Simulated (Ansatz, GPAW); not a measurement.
## Code comparison for CuPd3 (I4/mmm, 4 atoms in the cell)

Self-consistent single point.

```
CELL_PARAMETERS angstrom
     -1.92514     1.92514     3.95287
      1.92514    -1.92514     3.95287
      1.92514     1.92514    -3.95287
ATOMIC_POSITIONS crystal
  Cu 0.00000 0.00000 0.00000
  Pd 0.75000 0.25000 0.50000
  Pd 0.25000 0.75000 0.50000
  Pd 0.50000 0.50000 0.00000
```

Shared settings, as Ansatz (a quantum-chemistry and plane-wave program) writes them: kpoints.mp_grid.grid = 4 4 4; scf.occupations.method = fermi_dirac; scf.occupations.width = 0.01 Ry. Potentials and cutoffs stand in the table.

| code | model | pressure (GPa) | cutoff |
|---|---|---|---|
| GPAW | PBEsol, GPAW PAW datasets PBEsol (made by gpaw-setup) | -8.02 | 800 eV |
| Ansatz | PBEsol, PAW files made with PBE | -8.62 | default |

On Ansatz's run: spin polarisation is off.

The spread over the programs that give each value: pressure within 0.60 GPa.

Ansatz's pressure is given at a fixed set of plane waves, as the other plane-wave codes print theirs; with its correction for the finite basis it is -8.57 GPa.

On the base mesh (10 10 10) the same programs gave: Ansatz pressure -9.21 GPa; GPAW pressure -8.61 GPa.

The values differ from the base mesh's, so the mesh still matters here: the table compares the programs at equal settings.

The starting cell comes from a database of computed structures (which also holds hypothetical and non-ambient phases and stackings), without a prior relaxation at this level. Its lattice was rescaled by a random factor within 2.5 % of one.

Left out of this page: Elk (not drawn, or without a comparable value).

Keys are those of Ansatz 0.2.
